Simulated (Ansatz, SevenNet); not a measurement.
## Fluorite PtAl2: enthalpy of formation by level of theory

No measured value is used here.

```csv
level (code),value (eV/atom)
SevenNet-0,-0.950
LDA (Ansatz),-0.908
PBE (Ansatz),-0.883
PBE-D3(BJ) (Ansatz),-0.826
r²SCAN+rVV10 (Ansatz),___
B3LYP (VWN-RPA form) (Ansatz),___
```

Some entries are withheld; supply them.


- r²SCAN+rVV10 (Ansatz, a program for electronic structure), value (eV/atom): -0.928
- B3LYP (VWN-RPA form) (Ansatz), value (eV/atom): -1.181

Density-functional levels without +SOC have no spin–orbit coupling, which shifts binding energies of heavy elements. Each level is taken at its own relaxed cell. Cutoffs and k meshes differ between the levels. Ansatz's density-functional and Hartree–Fock values are scalar-relativistic unless marked +SOC, with PAW data made under PBE.

Machine-learned potentials (SevenNet-0) are trained on DFT data: a solid inside that data is no test of them.
